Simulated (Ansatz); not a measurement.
Candidates (primitive cells; geometry: relaxed with this functional, without spin-orbit coupling):
A. ScPd (Pm-3m), a = 3.268 Å, b = 3.268 Å, c = 3.268 Å, α = 90.00°, β = 90.00°, γ = 90.00°
B. LaIr$_{2}$ (Fd-3m), a = b = c = 5.401 Å, α = β = γ = 60.00°
C. MgB₂ (P6/mmm), a = 3.066 Å, b = 3.066 Å, c = 3.489 Å, α = 90.00°, β = 90.00°, γ = 120.00°
D. Ti$_{6}$O (P-31m), a = b = 5.0501 Å, c = 4.6927 Å, α = β = 90.00°, γ = 120.00°
E. LaPb$_{3}$ (Pm-3m), a = 4.880 Å, b = 4.880 Å, c = 4.880 Å, α = 90.00°, β = 90.00°, γ = 90.00°

Problem. Rank these by resistivity at 300 K (lowest first), as Ansatz (a program for electronic structure) with PBEsol, DFPT electron-phonon coupling, linearised Boltzmann equation gives it.

Solution. C (5.8 μΩ·cm), A (11.9 μΩ·cm), E (18.7 μΩ·cm), B (51 μΩ·cm), D (76 μΩ·cm)

Metals; harmonic phonons alone scatter; means over directions. Halving the electron mesh moves these values by up to 6 %; q meshes are mostly untested. Spin-orbit coupling is left out.

Formula and space group known from diffraction (Crystallography Open Database), not checked to be the room-temperature form: LaIr2 (Fd-3m), LaPb3 (Pm-3m), ScPd (Pm-3m), Ti6O (P-31m). The missing spin-orbit coupling matters most for LaIr2 (Fd-3m), LaPb3 (Pm-3m).
